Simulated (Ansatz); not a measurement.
Density of states of CaC2 (I4/mmm) above the conduction band minimum, PBEsol, rigid bands (Ansatz, a program for electronic structure); cell volume 46.2 Å³.

```csv
energy from edge (eV),10⁻³ states/eV/cell
0.006,18.2
0.031,43.0
0.056,58.0
0.081,69.7
0.106,80.9
0.131,91.0
0.156,100.0
0.181,109
0.206,117
0.231,124
0.256,132
0.281,140
0.319,150
0.344,157
0.369,165
0.394,170
0.419,178
0.444,185
0.469,191
0.494,197
0.519,204
0.544,210
0.569,217
0.594,223
```

Task: What effective density of states at 300 K does this give (∫ g(E) exp(−E/k_BT) dE, both spins, divided by the cell's size)?

Result: 1.9e19 cm⁻³, a density-of-states mass of 0.84 mₑ, valleys and band degeneracy included.

Spin-orbit coupling is left out. Geometry: cell and atoms relaxed with PBEsol.

Computed structure, not matched to a measured one here, so possibly hypothetical: CaC2 (I4/mmm).
